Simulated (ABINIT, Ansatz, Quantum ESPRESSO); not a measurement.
## C (Fd-3m, 2 atoms in the cell) computed with different codes at matched settings

Zone-centre phonon calculation.

```yaml
crystal:
  lattice:
    - [0.00000, 1.79426, 1.79426]
    - [1.79426, 0.00000, 1.79426]
    - [1.79426, 1.79426, 0.00000]
  atoms:
    - { symbol: C, position: [0.50000, 0.50000, 0.50000] }
    - { symbol: C, position: [0.75000, 0.75000, 0.75000] }
```

Shared settings, as Ansatz (an electronic-structure program) writes them: kpoints.mp_grid.grid = 13 13 13; scf.occupations.method = fixed. Potentials and cutoffs stand in the table.

```csv
code,model,highest zone-centre frequency (cm⁻¹),mean ε∞ at this mesh,cutoff
Quantum ESPRESSO,"PBE, SSSP 1.1.2 efficiency (PBE) pseudopotentials",1271,5.86,45 Ry
ABINIT,"PBE, norm-conserving pseudopotentials (PseudoDojo nc-sr-05 PBE standard)",1273,5.80,41 Ha
Ansatz,"PBE, default PAW files",1272,5.87,420 eV
```

The spread over the programs that give each value: highest zone-centre frequency within 2.0 cm⁻¹; mean ε∞ at this mesh within 0.07 .

The starting cell comes from a database of computed structures (which also holds hypothetical and non-ambient phases and stackings), without a prior relaxation at this level. Its lattice was rescaled by a random factor within 2.5 % of one.

Keys are those of Ansatz 0.2.
